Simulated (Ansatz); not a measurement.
Results of LDA (plane waves, PAW; Ansatz, a program for electronic structure) for L1₀ (CuAu-type) TiAl.

Run with plane-wave cutoff 520 eV, 18×18×12 k mesh (along the axes of the cell as run), Fermi–Dirac smearing 0.1 eV, perturbation theory, force constants from a 6×6×4 q mesh, no spin polarisation, scalar-relativistic PAW data made under PBE.

Computed at the level's own relaxed cell. Harmonic vibrational thermodynamics at fixed volume:

```json
[
 {"T (K)": "0", "S_vib (J/K per mol of atoms)": "0.00", "C_V (J/K per mol of atoms)": "0.00", "F_vib (eV/atom)": "0.0455"},
 {"T (K)": "100", "S_vib (J/K per mol of atoms)": "(withheld)", "C_V (J/K per mol of atoms)": "(withheld)", "F_vib (eV/atom)": "(withheld)"},
 {"T (K)": "300", "S_vib (J/K per mol of atoms)": "(withheld)", "C_V (J/K per mol of atoms)": "(withheld)", "F_vib (eV/atom)": "(withheld)"},
 {"T (K)": "400", "S_vib (J/K per mol of atoms)": "(withheld)", "C_V (J/K per mol of atoms)": "(withheld)", "F_vib (eV/atom)": "(withheld)"},
 {"T (K)": "500", "S_vib (J/K per mol of atoms)": "(withheld)", "C_V (J/K per mol of atoms)": "(withheld)", "F_vib (eV/atom)": "(withheld)"},
 {"T (K)": "600", "S_vib (J/K per mol of atoms)": "(withheld)", "C_V (J/K per mol of atoms)": "(withheld)", "F_vib (eV/atom)": "(withheld)"},
 {"T (K)": "1000", "S_vib (J/K per mol of atoms)": "(withheld)", "C_V (J/K per mol of atoms)": "(withheld)", "F_vib (eV/atom)": "(withheld)"}
]
```

Problem. What belongs in the gaps?

Solution. 
- 100, S_vib (J/K per mol of atoms): 4.87
- 100, C_V (J/K per mol of atoms): 10.26
- 100, F_vib (eV/atom): 0.0441
- 300, S_vib (J/K per mol of atoms): 23.74
- 300, C_V (J/K per mol of atoms): 22.11
- 300, F_vib (eV/atom): 0.0131
- 400, S_vib (J/K per mol of atoms): 30.28
- 400, C_V (J/K per mol of atoms): 23.29
- 400, F_vib (eV/atom): -0.0150
- 500, S_vib (J/K per mol of atoms): 35.55
- 500, C_V (J/K per mol of atoms): 23.86
- 500, F_vib (eV/atom): -0.0492
- 600, S_vib (J/K per mol of atoms): 39.93
- 600, C_V (J/K per mol of atoms): 24.19
- 600, F_vib (eV/atom): -0.0884
- 1000, S_vib (J/K per mol of atoms): 52.43
- 1000, C_V (J/K per mol of atoms): 24.67
- 1000, F_vib (eV/atom): -0.2820

The crystal is taken as a harmonic solid at every temperature: melting, phase changes and thermal expansion are not seen, nor the electrons' share in a metal.
